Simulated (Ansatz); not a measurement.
For HfRh₃ (Pm-3m), PBEsol, DFPT electron-phonon coupling, linearised Boltzmann equation (Ansatz, a program for electronic structure) gives a transport coupling λ_tr = 0.384 and a Drude plasma energy ħω_p = 6.14 eV.

### Question
Estimate the resistivity at 300 K from the high-temperature formula ρ = 2π λ_tr k_B T / (ħ ε₀ ω_p²), and say how the full Boltzmann solution compares.

### Answer
The scattering rate is 1/τ = 2π λ_tr k_B T/ħ = 9.48e13 s⁻¹ and ω_p = 9.33e15 s⁻¹, so ρ ≈ 12.3 μΩ·cm. The Boltzmann solution gives 11.2 μΩ·cm, 0.91 times the estimate.

A metal at this level (no band gap). Only scattering by harmonic phonons is included (no impurities, grain boundaries, electron-electron scattering or thermal expansion). Spin-orbit coupling is left out, which matters with elements this heavy. The run warned that the eigensolver left some states short of its tolerance. Halving the electron mesh (24x24x24) moves the resistivity by up to 3 % at 300 K, the coupling by up to 2 %. Smearing 0.20 eV; phonons on a 4x4x4 q mesh, which this run doesn't test.

Formula and space group known from diffraction (Crystallography Open Database), not checked to be the room-temperature form: HfRh3 (Pm-3m).
